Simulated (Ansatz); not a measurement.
## Response to strain in HfS2

Consider HfS₂ in the CdI2 type structure (space group P-3m1, No. 164; a = 3.547 Å, c = 5.577 Å; layered, stacked along the Cartesian z axis).

Strains are applied to the cell and any free atomic positions relax.

The values are results of plane-wave PAW DFT at the PBEsol-D3(BJ) level (Ansatz, a first-principles code, 420 eV), no spin-orbit coupling, not measurements.

Candidates:
(a) isotropic strain −3.00 %
(b) isotropic strain −0.50 %
(c) isotropic strain +2.50 %
(d) isotropic strain +1.50 %
(e) isotropic strain −2.50 %

Notes on the quantities. energy relative to the base: free energy F.

Question: Order them by energy relative to the base, lowest first.

Answer: (b) isotropic strain −0.50 % (+0.8 meV/atom), (d) isotropic strain +1.50 % (+6.4 meV/atom), (c) isotropic strain +2.50 % (+17 meV/atom), (e) isotropic strain −2.50 % (+20 meV/atom), (a) isotropic strain −3.00 % (+30 meV/atom)

A case with no gap was solved on a k-mesh chosen for an insulator, which is coarse for it. Stability against distortions was not tested. All final runs are without spin polarisation.
